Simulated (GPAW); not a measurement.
Band structure of MnCuO2 (C2/m, 4 atoms in the cell).

```yaml
crystal:
  lattice:
    - [2.78762, -1.44639, 0.00000]
    - [2.78762, 1.44639, 0.00000]
    - [-1.41823, 0.00000, 5.70080]
  atoms:
    - { symbol: Mn, position: [0.00000, 0.00000, 0.00000], spin: 4.0 }
    - { symbol: Cu, position: [0.50000, 0.50000, 0.50000] }
    - { symbol: O, position: [0.59504, 0.59504, 0.82003] }
    - { symbol: O, position: [0.40496, 0.40496, 0.17997] }
```
(The spins are starting values, not results.)

Method: PBEsol, GPAW PAW datasets PBEsol (made by gpaw-setup) (plane waves; GPAW 25.7.0).

Settings: spinpol = true; mode = pw; ecut = 900 eV; xc = PBEsol; kpts = 7 7 3; mesh shift (steps) = 0 0 0; occupations.name = methfessel-paxton; occupations.width = 0.136 eV; occupations.order = 0; nbands = -10; convergence.density = 1e-05 e/electron; convergence.energy = 1e-05 eV/electron; symmetry.symmorphic = false; symmetry.tolerance = 0.0005.

The starting cell comes from a database of computed structures (which also holds hypothetical and non-ambient phases and stackings), without a prior relaxation at this level. With one magnetic atom in the cell only a parallel order is possible.

Levels in eV from the Fermi level, bands 18 to 25 of the first spin channel:
```tsv
point	18	19	20	21	22	23	24	25
Γ	-2.52	-2.50	-2.46	0.12	1.35	1.40	5.28	7.14
Y	-2.13	-1.94	-1.61	-0.56	1.30	1.95	5.22	8.12
F	-2.14	-2.05	-1.48	-0.65	1.13	1.89	5.15	8.29
L	-2.13	-1.91	-1.33	-0.71	0.96	1.97	4.70	8.93
Z	-2.21	-1.68	-1.64	-0.28	1.05	2.75	3.97	7.08
N	-2.11	-2.02	-1.13	-0.51	0.60	2.41	5.02	9.07
M	-2.17	-2.08	-1.37	-0.14	0.79	2.41	6.07	7.46
```

Bands cross the Fermi level along this path, so the cell is metallic at this level.

The net moment of the cell came out as 3.99 μB.
